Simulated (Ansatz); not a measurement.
An Ansatz (a program for electronic structure) input (Ansatz, r2SCAN, PAW, cutoff 500 eV, no SOC, earlier PAW set):

Ansatz 0.2 input:
```yaml
crystal:
  lattice:
    - [0, 2.1127426067, 2.1127426067]
    - [2.1127426067, 0, 2.1127426067]
    - [2.1127426067, 2.1127426067, 0]
  atoms:
    - { symbol: C, position: [0, 0, 0] }
    - { symbol: Ti, position: [0.5, 0.5, 0.5] }
basis: { ecutwfc: 500, ecutrho_ratio: 4, xc_grid: 4, fft_grid_basis: typed }
kpoints: { mp_grid: { grid: [23, 23, 23] } }
hamiltonian:
  xc: r2scan
  dispersion: none
  pseudopotentials: { azcp: { folder: ./paw }, kind: paw }
scf: { occupations: { method: fermi_dirac, width: 0.1 }, convergence: { dr2_threshold: 0.0000000002 } }
relax: { f_tol: 0.005, max_steps: 50 }
output: { forces: true, stress: true }
checkpoint: { write: state.ck, write_every: 1000 }
```

Q: Which symmetry and how many k-points will the program report, and about how many plane waves at Γ?

A: Space group Fm-3m (ITA 225) with 48 operations, k-points 364 of 12167, and 531 plane waves at Γ.

Q: And the final pressure?

A: 21.87 GPa (compression positive).

The cells carry an imposed strain or load. No phonon test of stability was made. All final runs are without spin polarisation. The cell was made from TiC in the rock salt structure (space group Fm-3m, No. 225) by this change: isotropic strain −2.38 %.
